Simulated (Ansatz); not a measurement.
Results of r²SCAN (Ansatz, an electronic-structure program, PAW) for Ga2O3 (C2/m, No. 12, 10 atoms in the cell; start COD 7249717).

Settings: plane-wave cutoff 560 eV, 12×12×6 k mesh (along the axes of the cell as run), Fermi–Dirac smearing 0.01 eV, scalar-relativistic PAW data made under PBE.

Cell (measured lattice):

```cif
data_Ga4O6
_chemical_formula_sum 'Ga4 O6'
_space_group_name_H-M_alt 'P 1'
_space_group_IT_number 1
_cell_length_a 6.30981
_cell_length_b 6.30981
_cell_length_c 5.81360
_cell_angle_alpha 103.449
_cell_angle_beta 103.449
_cell_angle_gamma 27.916
loop_
_space_group_symop_operation_xyz
  'x, y, z'
loop_
_atom_site_label
_atom_site_type_symbol
_atom_site_fract_x
_atom_site_fract_y
_atom_site_fract_z
_atom_site_occupancy
Ga1 Ga 0.90951 0.90951 0.70552 1
Ga2 Ga 0.09049 0.09049 0.29448 1
Ga3 Ga 0.65866 0.65866 0.81391 1
Ga4 Ga 0.34134 0.34134 0.18609 1
O1 O 0.82640 0.82640 0.93650 1
O2 O 0.17360 0.17360 0.06350 1
O3 O 0.83540 0.83540 0.39100 1
O4 O 0.16460 0.16460 0.60900 1
O5 O 0.49630 0.49630 0.75660 1
O6 O 0.50370 0.50370 0.24340 1
```

Estimate the band gap and smallest direct gap on the k points sampled that the calculation returns.


- band gap: 3.01 eV (indirect)
- smallest direct gap on the k points sampled: 3.06 eV

Note: cell and atoms aren't relaxed at this level (largest force component 0.08 eV/Å, pressure -0.5 GPa).

Spin–orbit coupling is not included.

The computed numbers hold no vibrational or temperature effects.

Cost on a shared machine: about 2.1 core-minutes (a rough figure).
